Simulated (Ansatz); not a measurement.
Point defect Sb_N in wurtzite GaN

All values below come from PBE, PAW (plane waves to 420 eV; Ansatz, a first-principles code). The supercell holds 96 host sites (3×2×2 repeats of the unit cell), with a 2×2×2 shifted k-point sampling for the final energies. Site at the start: the N site. Finite-size correction: monopole term and site-potential alignment. Dielectric constants: PBE linear response of the host. Host gap at this level: 1.71 eV. A cell of this size leaves errors of a few tenths of an eV. Levels are measured in PBE's own, too narrow, gap. Spin–orbit coupling is left out, which matters for these heavy elements. Each state is the lowest found from its start.

Formation energies E_f are given with the Fermi level at the valence-band maximum. Chemical conditions: Ga-rich (Δμ(N) = -0.88 eV, Δμ(Sb) = -0.32 eV, bounded by zinc-blende GaSb; only phases computed here count, gases as isolated molecules at 0 K). Reference phases: N: N2 molecule in a box, Sb: rhombohedral Sb.

Charges from +1 to −1 were run; one beyond them could lie lower near a band edge.

```tsv
charge	moment (μB)	largest move off a lattice site (Å)	image correction with alignment (eV)	E_f, Ga-rich (eV)
+1	1.0	0.54	0.44	4.81
0	not spin-polarised	0.50	0.00	5.28
−1*	quenched	0.50	–	–
```

* At this level the carrier isn't localised at the defect: at charge −1 electrons occupy the conduction band. Such a state is shallow or no state of the defect, and this cell gives it no level.

Starting moments that weren't kept: charge −1 began with 1 μB and ended with 0.0.

Transition levels above the valence-band maximum: ε(+1/0) = 0.47 eV. On the lower envelope of the bound states, inside the gap: (+1/0) at 0.47 eV.

Flagged in the runs: a host whose relaxation on this sampling wasn't shown to rest, a strain field that reaches the edge of the cell.
